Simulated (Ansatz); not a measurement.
BaAl2O4 (C2, No. 5, 14 atoms in the cell; start mp-1228007; a measured phase of this formula has another space group), treated with r²SCAN+SOC (PAW; Ansatz, an electronic-structure program).

Settings: plane-wave cutoff 560 eV, 6×6×4 k mesh (along the axes of the cell as run), Fermi–Dirac smearing 0.01 eV, PAW data made under PBE.

Cell (relaxed with PBEsol):

Space group C2 (No. 5); a = 8.986 Å, b = 5.191 Å, c = 8.869 Å, α = 90.00°, β = 90.71°, γ = 90.00°

```csv
atom,site,symmetry,x,y,z
Ba,4c,1,0.4995,0.4969,0.2502
Al,4c,1,0.1669,0.4903,0.4464
Al,4c,1,0.1662,0.4949,0.0536
O,4c,1,0.1663,0.4666,0.2499
O,4c,1,0.3252,0.3205,0.5094
O,2b,2,0.5000,0.8428,0.5000
O,4c,1,0.3256,0.6770,0.0128
O,2a,2,0.0000,0.6519,0.0000
```
(The calculation used a cell of 14 atoms; values per cell refer to that cell.)

What does this level give for the band gap?


- band gap: 4.57 eV (on the SCF k mesh)

Note: cell and atoms aren't relaxed at this level (largest force component 0.26 eV/Å).

The result took about 10 core-minutes (a rough figure).

A start named mp-… is a Materials Project structure, which need not be a measured phase.
